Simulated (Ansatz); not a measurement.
Input:

End structure of a constructed model of the (0001) surface of hcp Zr, a pseudomorphic layer of Ta in the host's stacking (bottom of the slab: a bare face, its two planes held):

```
CELL_PARAMETERS angstrom
      3.23249     0.00000     0.00000
     -1.61625     2.79942     0.00000
      0.00000     0.00000    32.00000
ATOMIC_POSITIONS crystal
  Zr 0.66667 0.33333 0.25049
  Zr 0.33333 0.66667 0.33127
  Zr 0.66667 0.33333 0.41299
  Zr 0.33333 0.66667 0.49386
  Zr 0.66667 0.33333 0.57466
  Zr 0.33333 0.66667 0.65732
  Ta 0.66667 0.33333 0.72838
```

Model: 7-atom slab, 16.0 Å thick at the start, 13x13x1 mesh, Fermi-Dirac 0.1 eV, dipole correction, single point; on the structure that PBE left under its start's symmetry; no spin, no spin-orbit, no U. It is one candidate, not shown to be the stable structure of the face.

Q: What is the computed work function of the top face (r2SCAN, at the PBE geometry (Ansatz, a first-principles code))?

A: 4.51 eV
